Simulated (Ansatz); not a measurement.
## Element substitutions in La2O3

Take La2O3 (space group P-3m1, No. 164) as the base.

```
CELL_PARAMETERS angstrom
      3.90646     0.00000     0.00000
     -1.95323     3.38309     0.00000
      0.00000     0.00000     6.03942
ATOMIC_POSITIONS crystal
  La 0.33333 0.66667 0.24534
  La 0.66667 0.33333 0.75466
  O  0.00000 0.00000 0.00000
  O  0.33333 0.66667 0.64608
  O  0.66667 0.33333 0.35392
```

Each row replaces one element on all its sites; cell and atoms are relaxed.

Method: PBEsol (Ansatz, a program for electronic structure, PAW, no spin-orbit coupling), earlier PAW set.

Candidates:
(a) O → N
(b) O → Se
(c) O → S

For the base:

The band gap comes out as 3.77 eV.

Q: Order them by band gap, lowest first.

A: (a) O → N (zero), (b) O → Se (1.68 eV), (c) O → S (2.11 eV)

Other magnetic orders, which the real material may have, were not ruled out. No phonon test of stability was made. As relaxed here, La2N3, La2Se3 and La2S3 are hypothetical phases, not in the database extracts checked.
